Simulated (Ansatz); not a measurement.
# Response to strain in Ga2Se3

The reference is Ga2Se3 (space group Cc, No. 9).

```
CELL_PARAMETERS angstrom
      3.32476    -5.82461     0.00000
      3.32476     5.82461     0.00000
     -2.14360     0.00000     6.28168
ATOMIC_POSITIONS crystal
  Ga 0.78170 0.27889 0.50498
  Ga 0.27889 0.78170 0.00498
  Ga 0.41433 0.58579 0.50121
  Ga 0.58579 0.41433 0.00121
  Se 0.59329 0.74906 0.88919
  Se 0.74906 0.59329 0.38919
  Se 0.04624 0.21091 0.35826
  Se 0.21091 0.04624 0.85826
  Se 0.37728 0.90299 0.39396
  Se 0.90299 0.37728 0.89396
```

Cartesian axes are those of the cell as printed.

Strains are applied to the cell and any free atomic positions relax; under biaxial strain the out-of-plane vector relaxes too; under stress the whole cell relaxes.

Method: Ansatz (a quantum-chemistry and plane-wave program), PBEsol, PAW, cutoff 420 eV, no spin-orbit coupling.

Notes on the quantities. energy relative to the base: free energy F.

| variant | band gap | energy relative to the base | shortest interatomic distance | electron mass |
|---|---|---|---|---|
| base | 1.08 eV | 0 meV/atom | 2.343 Å | – |
| biaxial strain +2.26 %, plane normal [001], relaxed out of plane | 1.04 eV | +5.4 meV/atom | 2.352 Å | 0.12 mₑ out of plane, 0.15 mₑ in plane (at Γ) |
| biaxial strain +4.86 %, plane normal [001], relaxed out of plane | 1.03 eV | +22 meV/atom | 2.361 Å | 0.13 mₑ out of plane, 0.17 mₑ in plane (at Γ) |
| uniaxial stress, 5 GPa compression along x | 0.98 eV | +69 meV/atom | 2.332 Å | 0.13 mₑ along z, 0.12 mₑ across (at Γ) |

Effective masses come from finite differences of ±0.01 Å⁻¹. Beyond what the load breaks, stability against distortions was not tested.
